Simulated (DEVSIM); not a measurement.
System: illuminated Si n-on-p cell, one wavelength, with a back-surface field, at 300 K.

```csv
layer (left to right),material,thickness (μm),Nd (cm⁻³),Na (cm⁻³),τn (s),τp (s),absorption coefficient (cm⁻¹)
1,Si,0.0780,7.1e17,-,3.3e-7,1.5e-7,16000
2,Si,26.0,-,1.8e16,2.2e-6,2.2e-6,16000
3,Si,0.550,-,6.6e18,2.2e-6,2.2e-6,16000
```

Left contact: ohmic, minority hole recombination velocity 3000 cm/s. Right contact: ohmic, minority electron recombination velocity 200 cm/s. Voltage is applied to the left contact. Recombination: SRH at mid-gap, radiative, Auger. Light enters at the left, 2.2e18 photons cm⁻² s⁻¹, one pass, no reflection. Mobility is μmin + (μ − μmin)/(1 + (N/Nref)^α).

Constants are typed, rounded textbook-type inputs, not results; the design itself was drawn at random and stands for no fabricated device. Values at 300 K.

```tsv
parameter	Si
gap (eV)	1.124
affinity (eV)	4.05
permittivity	11.7
Nc (cm⁻³)	2.86e19
Nv (cm⁻³)	3.1e19
μn (cm²/Vs)	1417
μp (cm²/Vs)	470
μn,min	52
μp,min	45
Nref,n	9.7e16
Nref,p	2.2e17
αn	0.68
αp	0.72
B (cm³/s)	4.7e-15
Cn (cm⁶/s)	2.8e-31
Cp (cm⁶/s)	9.9e-32
```

Model (solved in DEVSIM): 1D drift-diffusion, Boltzmann statistics, complete ionisation; no tunnelling, impact ionisation, image-force lowering or self-heating.

The doping Na of layer 3 was swept, all else fixed.

| doping Na of layer 3 (cm^-3) | dark forward voltage at 100 A/cm² (V) | potential step across the device at zero bias (V) |
|---|---|---|
| 2e17 | 0.891 | 0.898 |
| 6.6e17 | 0.894 | 0.929 |
| 2e18 | 0.896 | 0.958 |
| 6.6e18 | 0.896 | 0.988 |

From the first row to the last the dark forward voltage at 100 A/cm² goes from 0.891 to 0.896. From the first row to the last the potential step across the device at zero bias goes from 0.898 to 0.988.
